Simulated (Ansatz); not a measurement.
Relaxation of the outer planes of the (110) surface of fcc Pd in its 1x1 cell, outermost plane spacing 1.39 Å in the ideal cut.

All values below come from PBE (plane waves to 420 eV, PAW; Ansatz, a program for electronic structure).

Slab: 8 atoms, 9.8 Å thick at the start (thin: gaps and levels are the slab's own); k 13x10x1, smearing 0.1 eV, dipole-corrected; all atoms relaxed; symmetry of the start imposed; no spin, no spin-orbit, no U.

| plane | atoms | bulk spacing to the next (Å) | relaxed spacing (Å) | change (%) | rumpling (Å) |
|---|---|---|---|---|---|
| 1 | Pd | 1.394 | 1.270 | -8.9 | 0.00 |
| 2 | Pd | 1.394 | 1.441 | 3.3 | 0.00 |
